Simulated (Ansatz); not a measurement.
**TbIn3 (Pm-3m, No. 221)**

Method: LDA (Ansatz, a program for electronic structure, PAW).

Run with plane-wave cutoff 500 eV, 12×12×12 k mesh, Fermi–Dirac smearing 0.1 eV, spin-polarised start, scalar-relativistic PAW data made under PBE.

Cell: relaxed at this level.

- equilibrium volume per atom: 22.84 Å³/atom
- lattice parameter a: 4.504 Å
- band gap: zero (no gap)

Note: the magnetic order was assumed, not searched for or taken from measurement; the 4f shell is treated without U or exact exchange, so its levels and filling can be wrong.

Spin–orbit coupling is not included.
